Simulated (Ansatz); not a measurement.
Effect of Ti vacancy on TiC

Base system: a 24-atom supercell of TiC in the rock salt structure (space group Fm-3m, No. 225; a = 4.293 Å) at its relaxed geometry.

Perturbation: a neutral Ti vacancy, atoms relaxed at fixed cell, starting from a slightly rattled geometry.

Computed with plane-wave PAW DFT at the PBEsol level (Ansatz, a first-principles code, 420 eV), scalar-relativistic without spin-orbit coupling. k-mesh 7×5×7 (Γ-centred); smearing 0.05 eV (Fermi–Dirac).

The pressure goes from zero to -1.2 GPa and the largest displacement of a host atom from its site in the perfect cell amounts to 0.05 Å. The mean distance from the defect site to its nearest host atoms grows by 0.05 Å, from 2.15 Å to 2.20 Å.

Final structure:

```xyz
23
Lattice="0.0000 4.2933 4.2933 4.2933 -4.2933 4.2933 4.2933 4.2933 0.0000" Properties=species:S:1:pos:R:3 pbc="T T T"
C      0.0141    -0.0091     0.0093
C      2.1467     2.1522    -0.0510
C      2.1521    -0.0458     2.1475
C      4.3449     2.1463     2.1475
C      4.2960     0.0025     4.2913
C      6.4429     2.1490     4.2912
C     -0.0461     2.1521     2.1414
C      2.1463     4.3453     2.1418
C      2.1524     2.1462     4.3403
C      4.2847     4.3068     4.2796
C      4.2958     2.1498     6.4380
C      6.4428     4.2963     6.4377
Ti     4.2961     4.2963     2.1446
Ti     4.2666     2.1517     4.2622
Ti     2.1465     0.0323     4.2617
Ti     6.4263     2.1662     6.4217
Ti     4.3256    -0.0270     6.4410
Ti     2.1498     4.2958     4.2907
Ti     4.2961     6.4421     4.2920
Ti     4.2669     0.0321     2.1424
Ti     2.1658    -2.1603     2.1615
Ti     6.4451    -0.0273     4.3212
Ti     4.3256    -2.1471     4.3214
```

The cell is small, so the values are those of an ordered compound at a high defect concentration; dilute-limit values will differ. The final runs are not spin-polarised. The defect cell is not spin-polarised.
